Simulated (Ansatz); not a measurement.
Consider BeS in the zinc blende structure (space group F-43m, No. 216; a = 4.869 Å). Axes: x, y, z lie along the cube axes.

Now apply this change: tensor shear ε_xy = +1.14 % (engineering shear γ = 0.0228), atoms relaxed at fixed cell.

All numbers come from plane-wave PAW DFT at the r2SCAN level (Ansatz, a program for electronic structure, 500 eV), without spin-orbit coupling.

Give the band edges at the high-symmetry points of the new zone, measured from its valence-band maximum.


```
point  valence edge (eV)  conduction edge (eV)
-----  -----------------  --------------------
Γ                   0.00                  5.99
X                  -2.61                  3.48
F₂                 -2.41                  4.65
Σ₀                 -2.41                  4.65
Y₀                 -2.19                  4.86
U₀                 -2.19                  4.86
R                  -1.17                  5.85
W                  -3.44                  6.85
S                  -1.04                  6.04
T                  -2.76                  3.50
```

The gap is 3.48 eV, indirect, Γ → X.

The cells carry an imposed strain or load. Whether these cells are dynamically stable was not tested. Labels are those of the standard path for the cell's own space group.
